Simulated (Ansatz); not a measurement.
Consider Al2Pt (space group Fm-3m, No. 225; a = 5.8967 Å; relaxed with 0.1 eV smearing). Axes: x, y, z lie along the cube axes.

Computed with PBEsol in Ansatz (plane waves to 420 eV, PAW, scalar-relativistic without spin-orbit coupling).

It is then changed as follows: every lattice vector is stretched by 2.50 %, atoms relaxed at fixed cell.

**Question.** Predict the stress tensor and what it implies for the stiffness.

**Answer.** Stress of the strained cell less that of the base (GPa, compression positive):
```
   -8.7     0.0     0.0
    0.0    -8.7     0.0
    0.0     0.0    -8.7
```

Then B = −ΔP/(ΔV/V₀) with ΔV/V₀ = 0.0769 gives secant stiffness values (nonlinear terms included at this strain): B ≈ 113 GPa.

As a check, the harmonic strain energy −½ V₀ Δσ:ε is 35 meV/atom; the computed energy rise is 38 meV/atom.

No phonon test of stability was made. All final runs are without spin polarisation.

Ansatz is an electronic-structure program.
